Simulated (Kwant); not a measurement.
System: In0.53Ga0.47As/In0.52Al0.48As stack with 1 barrier. One parabolic valley. Leads of mass 0.041 mₑ with the band edge at 0; grid 0.1 nm; bias 0 V, dropping linearly over the stack.

```
layer  thickness (nm)  band offset (eV)  mass (mₑ)
-----  --------------  ----------------  ---------
1                 2.2              0.52      0.075
```

The device is made up for the run: typed textbook-type constants, with dimensions and the other settings drawn at random.

Model: one-band effective-mass tight-binding model in one dimension, coherent, no space charge (Kwant).

Sweep values stay those of the base run.

Base results: mean transmission over the sweep 0.13; transmission at E = 0.2191 eV 0.12; transmission at E = 0.4454 eV 0.26; transmission at E = 0.3273 eV 0.18.

Question: What follows from this one change: thickness of the first barrier 2.2 → 1.3 nm?

Answer: mean transmission over the sweep 0.13 → 0.38; transmission at E = 0.2191 eV 0.12 → 0.41; transmission at E = 0.4454 eV 0.26 → 0.53; transmission at E = 0.3273 eV 0.18 → 0.48.

Question: What follows from this one change: height of the first barrier 0.52 → 0.42 eV?

Answer: mean transmission over the sweep 0.13 → 0.20; transmission at E = 0.2191 eV 0.12 → 0.20; transmission at E = 0.4454 eV 0.26 → 0.37; transmission at E = 0.3273 eV 0.18 → 0.28.
